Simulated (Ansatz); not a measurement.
A computed series for Be: pressure series

The parent structure is Be in the hcp (Mg type) structure (space group P6_3/mmc, No. 194).

Space group P6₃/mmc (No. 194); a = 2.2637 Å, b = 2.2637 Å, c = 3.5639 Å, α = 90.00°, β = 90.00°, γ = 120.00°

| atom | site | symmetry | x | y | z |
|---|---|---|---|---|---|
| Be | 2d | -6m2 | 0.6667 | 0.3333 | 0.2500 |

Cell and atoms are relaxed at each pressure.

Method: Ansatz (an electronic-structure program), r2SCAN, PAW, cutoff 500 eV, scalar-relativistic without spin-orbit coupling.

```tsv
pressure (GPa)	volume per atom (Å³/atom)
-1	7.972
0	7.908
0.3	7.889
0.7	7.864
1.5	?
3	7.726
5	7.615
7.5	7.484
10	7.362
```

Q: Fit the third-order Birch–Murnaghan form P(V) = (3B₀/2)[(V₀/V)^(7/3) − (V₀/V)^(5/3)]·[1 + (3/4)(B₀′ − 4)((V₀/V)^(2/3) − 1)] (squares taken in P) to the rows shown and predict the withheld row.

A: Least squares on the printed values gives V₀ = 7.908 Å³/atom, B₀ = 125 GPa, B₀′ = 3.3; this predicts 7.815 Å³/atom, and the run gives 7.815 Å³/atom, in agreement.

Load acts through the strain it causes; cell and atoms are relaxed under it. No phonon test of stability was made. Competing high-pressure phases were not computed.
